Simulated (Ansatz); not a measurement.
The parent structure is NbAgO₃ in the cubic perovskite structure (space group Pm-3m, No. 221; a = 3.950 Å; a cell from a computed database, its experimental status unchecked).

Now apply this change: cell and atoms relaxed at a pressure of 7.5 GPa.

Levels (all Ansatz, a quantum-chemistry and plane-wave program, PAW, earlier PAW set): PBEsol (420 eV, no spin-orbit coupling); PBEsol+SOC (420 eV, spin-orbit coupling included).

The geometry is relaxed with PBEsol.

- PBEsol width of the top valence band = 1.17 eV
- PBEsol pressure = 7.50 GPa
- PBEsol smallest direct gap = 1.60 eV
- PBEsol band gap = 1.44 eV

With PBEsol+SOC at the same geometry, the width of the top valence band drops by 0.026 eV to 1.15 eV; the pressure hardly moves (7.50 GPa against 7.48 GPa); the smallest direct gap drops by 0.12 eV (1.60 eV → 1.48 eV); the band gap drops by 0.017 eV (1.44 eV → 1.43 eV).

Single points use the geometry relaxed with PBEsol. The spin-orbit shifts are approximate. Load acts through the strain it causes; cell and atoms are relaxed under it. Whether these cells are dynamically stable was not tested. No other phases were tried under pressure. Many cubic perovskites are stable only at high temperature; tilts and polar distortions were not tested.
